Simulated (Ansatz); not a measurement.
The starting structures come from a database of crystals and need not be the phases stable at ambient conditions.

Data:

```
Al2BaO8Si2
1.0
    5.34501     0.00000     0.00000
    0.00000     7.96329     0.00000
    2.67251     0.00000     4.62891
Ba Al Si O
1 2 2 8
Cartesian
  0.00000   0.00000   0.00000
  5.34501   2.36454   3.08594
  2.67250   5.59875   1.54297
  5.34501   5.68205   3.08594
  2.67250   2.28124   1.54297
  5.34501   4.08190   3.08594
  2.67250   3.88139   1.54297
  1.56296   1.66887   2.60316
  6.45455   6.29442   2.02575
  2.30912   1.66887   0.05198
  5.70839   6.29442   4.57693
  4.14543   1.66887   1.97377
  3.87209   6.29442   2.65515
```

Space group of this cell: P-3. The cell is taken as given; by PBEsol its mean pressure is -3.1 GPa.

Transport runs along the normal of the first two printed cell vectors, the (100) plane of the conventional cell.

The gap is the functional's own. No spin-orbit coupling. Mid-gap values are interpolated on the energy grid.

Task: State the band gap and the smallest decay constant κ at mid-gap according to PBEsol (Ansatz, an electronic-structure program).

Result: Gap 4.83 eV on a 8×4×8 mesh; κ = 0.419 1/Å, at the zone centre.
